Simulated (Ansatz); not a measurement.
## Effect of pressure 2.1 GPa on Ga2O3

Base system: Ga2O3 (space group C2/m, No. 12; a = 12.256 Å, b = 3.039 Å, c = 5.808 Å, α = γ = 90.00°, β = 103.81°).

It is then changed as follows: cell and atoms relaxed at a pressure of 2.1 GPa.

All numbers come from Kohn–Sham DFT with the r2SCAN functional, run in Ansatz (a quantum-chemistry and plane-wave program) with PAW and 500 eV plane waves, scalar-relativistic without spin-orbit coupling. k-mesh 11×11×6 (Γ-centred); smearing 0.05 eV (Fermi–Dirac).

The density increases by 0.068 g/cm³, from 5.93 g/cm³ to 5.99 g/cm³ and the enthalpy H = E + PV relative to the base's energy amounts to +0.14 eV/atom. The band gap increases by 0.09 eV, from 3.02 eV to 3.11 eV and the smallest direct gap rises by 0.094 eV to 3.15 eV.

Cost of the whole job for the changed cell (relaxation, final SCF and bands): around 7 core-minutes (rough).

Load acts through the strain it causes; cell and atoms are relaxed under it. Whether these cells are dynamically stable was not tested.
